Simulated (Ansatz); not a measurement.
## cubic KTaO3 (0 0 1) on zinc-blende InP (0 0 1) (film strained to the substrate, started from cuts of the bulks and a machine-learned relaxation; metallic at this level, with no gap by band count; slabs In5P6 and K3O7Ta2, which can lie off the formulas)

A periodic stack without vacuum, cubic KTaO3 (0 0 1) on zinc-blende InP (0 0 1) (film strained to the substrate, started from cuts of the bulks and a machine-learned relaxation; metallic at this level, with no gap by band count; slabs In5P6 and K3O7Ta2, which can lie off the formulas): substrate slab In5P6, film K3O7Ta2, surface cells [[1, 0], [1, 1]] and [[0, 1], [-1, 0]], film strained by +4.7 and +4.7 %, outermost planes P/P and KO/KO as cut, which need not be the usual terminations and can put a slab off its formula.

The start was prepared with a machine-learned potential, and the result is one local minimum, with the in-plane cell held and forces under 0.04 eV/Å; the film can end far from its bulk form.

Calculation: PBE (plane waves to 420 eV, PAW; Ansatz, an electronic-structure program). No spin–orbit coupling; the runs are not spin-polarised; PBE gaps are too small against experiment. Its k-point mesh 6×6×1, Fermi–Dirac width 0.05 eV.

The interface area is 17.8 Å². The period is 28.15 Å. The heights between the nearest atoms of the two slabs at the two interfaces is 1.55 and 3.17 Å. The K–P contacts across the interfaces within 1.22 times the sum of covalent radii is 5, mean 3.54 Å. The In–K contacts across the interfaces within 1.22 times the sum of covalent radii comes out as 2, mean 3.93 Å and the O–P contacts across the interfaces within 1.22 times the sum of covalent radii is 1, mean 1.59 Å.

```xyz
23
Lattice="4.2139 -0.0003 0.0672 0.0000 4.2144 0.0256 1.1383 -0.5401 28.1653" Properties=species:S:1:pos:R:3 pbc="T T T"
In     4.4976     0.0079     6.3586
In     2.4428     2.1269     3.3356
In     4.3944    -0.0293    12.3199
In     2.3394     2.1009     9.3206
In     2.2205     2.1043    15.3238
P      4.5226     2.1248     4.9127
P      2.4383     0.0301     1.8814
P      4.4214     2.0894    10.8562
P      2.3659     0.0030     7.8353
P      4.3054     1.4432    16.8077
P      2.2624    -0.0061    13.7949
K      2.1212     3.7468    18.6337
O      4.3009     1.8229    18.3558
K      1.9707     3.6887    22.7356
Ta     4.0922     1.5697    20.6347
O      2.1889     1.6987    20.3987
O      4.2296     3.8830    20.4340
O      4.1823     1.6795    22.4465
K      1.8236     3.6017    26.8687
Ta     3.9660     1.4904    24.7786
O      2.0485     1.6158    24.5427
O      4.0942     3.7842    24.5863
O      4.0664     1.6022    26.5761
```
